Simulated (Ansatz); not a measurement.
Start from Ge (space group Pm-3n, No. 223; a hypothetical phase, not in the database extracts checked).

```
CELL_PARAMETERS angstrom
      5.41705     0.00000     0.00000
      0.00000     5.41705     0.00000
      0.00000     0.00000     5.41705
ATOMIC_POSITIONS crystal
  Ge 0.25000 0.00000 0.50000
  Ge 0.75000 0.00000 0.50000
  Ge 0.00000 0.50000 0.25000
  Ge 0.00000 0.50000 0.75000
  Ge 0.50000 0.25000 0.00000
  Ge 0.50000 0.75000 0.00000
  Ge 0.00000 0.00000 0.00000
  Ge 0.50000 0.50000 0.50000
```

Cartesian axes are those of the cell as printed.

Level of theory: PBE in Ansatz (plane waves to 420 eV, PAW, spin-orbit coupling left out).

For the base:

| Quantity | Result |
|---|---|
| Band gap | zero |

Now apply this change: the cell is stretched by 2.02 % along y with no lateral relaxation, atoms relaxed at fixed cell.

Q: Estimate the effect on the energy relative to the base and band gap.

A: The energy increases by 1.7 meV/atom; the band gap is still zero.

Without a gap, meshes like the base's 9×9×9 leave anisotropic stresses uncertain by several tenths of a GPa, and small strain energies with them. The cells carry an imposed strain or load. Stability against distortions was not tested.

Ansatz is a program for electronic structure.
